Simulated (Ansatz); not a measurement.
A zone-centre phonon calculation of Ag3Au (I4/mmm, 4 atoms in the cell) with Ansatz (a program for electronic structure).

Level of theory: LDA (PW92), default PAW files made with PBE (plane waves; Ansatz).

```
Ag3Au
1.0
   -2.05332     2.05332     4.08531
    2.05332    -2.05332     4.08531
    2.05332     2.05332    -4.08531
Ag Au
3 1
Direct
  0.75000   0.25000   0.50000
  0.25000   0.75000   0.50000
  0.50000   0.50000   0.00000
  0.00000   0.00000   0.00000
```

Reference input (self-consistent single point, DFT, LDA (PW92), plane waves, default PAW files made with PBE): basis.ecutwfc = 30.9 Ry; kpoints.mp_grid.grid = 11 11 11; hamiltonian.xc = lda; hamiltonian.pseudopotentials = {kind: paw} (the program's default PAW files); scf.occupations.method = gaussian; scf.occupations.width = 0.0073 Ry. This run's input differs from it in these lines:

Ansatz 0.2 input:
```diff
@@ -13,3 +13,3 @@
 kpoints:
-  mp_grid: { grid: [11, 11, 11] }
+  mp_grid: { grid: [9, 9, 9] }
 hamiltonian:
@@ -19,6 +19,4 @@
   occupations: { method: gaussian, width: 0.0073 Ry }
-output:
-  forces: true
-  eigenvalues: true
-  stress: true
+phonons:
+  method: dfpt
```

Output (repeated stretches shortened):

```
SCF iter   1: F=—  HF=-35239.507193 eV  |F-HF|=—  |Δ(HF+E_count)|=         —  Δρ=1.33e-2  dr2=1.05e-1  ethr=1.77e-3  ⟨swp⟩=5.5  Hψ=18274  notcnv=0  defer=118
all-band conjugate gradients solve this SCF's bands
preconditioner: auto → Kerker (q_TF=auto, 2.773 Å⁻¹)
SCF iter   2: F=—  HF=-35239.480419 eV  |F-HF|=—  |Δ(HF+E_count)|=   2.68e-2  Δρ=4.20e-3  dr2=7.50e-3  ethr=1.38e-4  ⟨swp⟩=2.3  Hψ=9609  notcnv=0  defer=165
   [... lines left out ...]
SCF iter   8: F=—  HF=-35239.477919 eV  |F-HF|=—  |Δ(HF+E_count)|=   2.61e-8  Δρ=2.61e-6  dr2=6.54e-9  ethr=1.29e-10  ⟨swp⟩=2.1  Hψ=8024  notcnv=0  defer=165
SCF iter   9: F=—  HF=-35239.477919 eV  |F-HF|=—  |Δ(HF+E_count)|=   1.56e-9  Δρ=4.77e-7  dr2=1.85e-10  ethr=8.61e-12  ⟨swp⟩=2.0  Hψ=8065  notcnv=0  defer=165
SCF iter  10: F=—  HF=-35239.477919 eV  |F-HF|=—  |Δ(HF+E_count)|=  4.37e-11  Δρ=1.46e-7  dr2=1.73e-11  ethr=1.00e-12  ⟨swp⟩=1.0  Hψ=5426  notcnv=0  defer=165
SCF iter  11: F=-35239.477919 eV  HF=-35239.477919 eV  |F-HF|=0.00e0  |Δ(HF+E_count)|=    0.00e0  Δρ=3.34e-8  dr2=9.13e-13  ethr=1.00e-12  ⟨swp⟩=9.8  Hψ=28071  notcnv=0
SCF 1 converged in 11 iterations: F = -35239.477919 eV  dr2 = 9.13e-13
DFPT response loops at Γ: preconditioner auto → Kerker (q_TF=auto, 2.773 Å⁻¹) (partly filled bands, converged f_vac=0.000) …
Free energy (F): -35239.477919 eV
Internal energy: -35239.473579 eV  (E = F + TS)
E sigma→0 (E₀):  -35239.475749 eV
Entropy (-TS):   -0.004340 eV (-1.085 meV/atom)
Fermi energy:    17.422652 eV
--- Phonons (Γ-DFPT): 6 representative perturbations + reference, on 125 of 729 k-points (Σ response iterations 18) ---
  k mesh reduced under 4 symmetry operations, with k and −k counted as one. Each operation leaves every solved displacement unchanged or reverses it
  ASR residual: 2.785e-5 → 0.000e0 eV/Å²; symmetrization residual: 3.935e-5 eV/Å²
  ASR residual per site (eV/Å²): 2.30e-5 2.30e-5 1.27e-5 2.79e-5
  Γ frequencies (cm⁻¹): 0.00 0.00 0.00 86.50 93.67 93.67 100.96 119.58 119.58 126.91 126.91 149.16
  non-analytic LO–TO correction: not included (Born effective charges unavailable; polar crystals: no LO–TO splitting at Γ)
```

The run converged in 11 iterations. 

Summary of the result:
```
Quantity                                                                                             Result
--------------------------------------------------------  -------------------------------------------------
Free energy E − TS (on the zero of these files)                                              -35239.4779 eV
Fermi level (on the code's own zero)                                                               17.42 eV
Zone-centre frequencies (cm⁻¹; negative means imaginary)  0, 0, 0, 86, 94, 94, 101, 120, 120, 127, 127, 149
```

The starting cell comes from a database of computed structures (which also holds hypothetical and non-ambient phases and stackings), without a prior relaxation at this level. Its lattice was rescaled by up to half a per cent.

Cost on one core of a shared machine: roughly 4 min.
